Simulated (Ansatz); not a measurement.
Start from ZrO$_{2}$ (space group P4_2/nmc, No. 137; a = 3.621 Å, c = 5.283 Å).

Level of theory: Kohn–Sham DFT with the PBE functional, run in Ansatz (an electronic-structure program) with PAW and 420 eV plane waves, spin-orbit coupling left out.

One change was made to it. Results:

```json
[
 {"quantity": "electron mass", "base": "2.3 mₑ along c, 0.61 mₑ across (at Γ)", "after": "2.1 mₑ along c, 0.59 mₑ across (at Γ)"},
 {"quantity": "density", "base": "5.91 g/cm³", "after": "6.21 g/cm³"},
 {"quantity": "shortest interatomic distance", "base": "3.925 bohr", "after": "3.922 bohr"}
]
```

Question: Which of these changes matches the shifts?
(A) pressure 0.9 GPa
(B) pressure 9 GPa
(C) pressure 30 GPa

Answer: B, pressure 9 GPa. For comparison, the electron mass in the other runs: pressure 30 GPa gives 1.9 mₑ along c, 0.54 mₑ across (at Γ); pressure 0.9 GPa gives 2.3 mₑ along c, 0.61 mₑ across (at Γ).

The levels and masses belong to the bands next to the band gap. Load acts through the strain it causes; cell and atoms are relaxed under it. Masses are band curvatures over ±0.01 Å⁻¹ around the edge. Stability against distortions was not tested. Competing high-pressure phases were not computed. This is not the structure that ZrO2 has at room temperature and ambient pressure.
